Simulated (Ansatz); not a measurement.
Take InP in the zinc blende structure (space group F-43m, No. 216; a = 5.960 Å) as the base. Axes: x, y, z lie along the cube axes.

Computed with PBE in Ansatz (plane waves to 420 eV, PAW, no SOC).

Perturbation: every lattice vector is stretched by 0.67 %, atoms relaxed at fixed cell.

Predict the stress tensor and what it implies for the stiffness.

Stress of the strained cell less that of the base (GPa, compression positive):
```
  -1.13    0.00    0.00
   0.00   -1.13    0.00
   0.00    0.00   -1.13
```

Then B = −ΔP/(ΔV/V₀) with ΔV/V₀ = 0.0202 gives secant stiffness values (nonlinear terms included at this strain): B ≈ 56 GPa.

Whether these cells are dynamically stable was not tested.

Ansatz is an electronic-structure program.
